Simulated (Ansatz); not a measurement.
Quick settings and what they miss: SrGe2Ir2 (I4/mmm, 5 atoms in the cell)

Self-consistent single point.

```
Sr(GeIr)2
1.0
   -2.11433     2.11433     5.43209
    2.11433    -2.11433     5.43209
    2.11433     2.11433    -5.43209
Sr Ge Ir
1 2 2
Direct
  0.00000   0.00000   0.00000
  0.36871   0.36871   0.00000
  0.63129   0.63129   0.00000
  0.25000   0.75000   0.50000
  0.75000   0.25000   0.50000
```

Method: PBEsol, PAW files made with PBE (plane waves; Ansatz, a quantum-chemistry and plane-wave program).

Base settings: basis.ecutwfc = 420 eV; kpoints.mp_grid.grid = 10 10 10; kpoints.mp_grid.shift = 0.5 0.5 0.5; hamiltonian.xc = pbesol; hamiltonian.pseudopotentials = {kind: paw} (the program's default PAW files); scf.occupations.method = cold; scf.occupations.width = 0.272 eV.

Tight run (finer mesh or higher cutoff; not a proven limit): basis.ecutwfc: 420 eV → 590 eV; kpoints.mp_grid.grid: 10 10 10 → 14 14 14; scf.convergence.dr2_threshold: default (1e-07 eV) → 1e-09 eV. It gave Fermi level (on the code's own zero) 14.43 eV; pressure -4.69 GPa; largest force (vector length) 0.125 eV/Å.

Quick runs, as changes from the base:
- A: the base itself
- B: basis.ecutwfc: 420 eV → 210 eV; kpoints.mp_grid.grid: 10 10 10 → 2 2 2
- C: basis.ecutwfc: 420 eV → 250 eV; kpoints.mp_grid.grid: 10 10 10 → 1 1 1; scf.occupations.method: cold → methfessel_paxton; scf.convergence.dr2_threshold: default (1e-07 eV) → 0.0001 eV
- D: basis.ecutwfc: 420 eV → 250 eV; kpoints.mp_grid.grid: 10 10 10 → 6 6 6; scf.occupations.method: cold → methfessel_paxton; scf.occupations.width: 0.272 eV → 0.136 eV
- E: basis.ecutwfc: 420 eV → 210 eV; kpoints.mp_grid.grid: 10 10 10 → 8 8 8; scf.occupations.method: cold → gaussian
- F: basis.ecutwfc: 420 eV → 295 eV; kpoints.mp_grid.grid: 10 10 10 → 4 4 4; scf.occupations.method: cold → fermi_dirac; scf.occupations.width: 0.272 eV → 0.136 eV; scf.convergence.dr2_threshold: default (1e-07 eV) → 0.0001 eV

Energies are extrapolated to zero smearing width, which holds to low order in the width alone.

The count of work is k-points × plane waves × bands × iterations; it is no time. 

Pressures in the table are Ansatz's without its Pulay estimate, at a fixed set of plane waves; the tight run's value above holds the estimate.

The starting cell comes from a database of computed structures (which also holds hypothetical and non-ambient phases and stackings), without a prior relaxation at this level. Its lattice was rescaled by a random factor within 2.5 % of one. Spin polarisation is off. In the base run, with a pressure of about -5 GPa the cell is away from its equilibrium volume at this level.

```csv
run,energy less tight (meV/atom),pressure less tight (GPa),largest miss in a force vector (eV/Å),count of work / tight
A,1.0,-0.03,0.001,0.21
B,3154.2,-135.00,0.039,0.0017
C,2067.0,-26.07,0.102,0.00088
D,602.2,-35.66,0.253,0.022
E,2987.2,-130.52,0.000,0.035
F,84.3,-6.04,0.054,0.0095
```

Among the runs at the tight run's level, the energy misses run from 1.0 to 3154.2 meV/atom.

Keys are those of Ansatz 0.2.
